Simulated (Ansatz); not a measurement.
For Pt₃InC (model structure, started from the Ni3MgC type, Pm-3m, No. 221, 5 atoms in the cell), PBE (plane waves, PAW; Ansatz, an electronic-structure program) gives:

```
Quantity              Result
-------------------  -------
lattice parameter a  4.251 Å
bulk modulus B0      194 GPa
```

Q: What does r²SCAN in Ansatz (PAW) give for the same quantities?

A: 
- lattice constant a: 4.223 Å (decreases by 0.7 %)
- bulk modulus: 210 GPa (increases by 8.2 %)

Changes are worked out from the printed values.

Unless a cell is named, each level is at its own relaxed cell (PBE 15.36, r²SCAN 15.06 Å³/atom).

Levels without +SOC leave out spin–orbit coupling, which shifts energies and cells of such heavy elements.

Caveats: the bulk modulus is −V dP/dV from two relaxed cells at ±2 % in volume (PBE, r²SCAN). Ansatz's density-functional and Hartree–Fock values are scalar-relativistic unless marked +SOC, with PAW data made under PBE.

A model structure was made by putting elements into a prototype or built by hand; it is no filed structure, need not be a known phase, and can be a saddle point held by its symmetry.
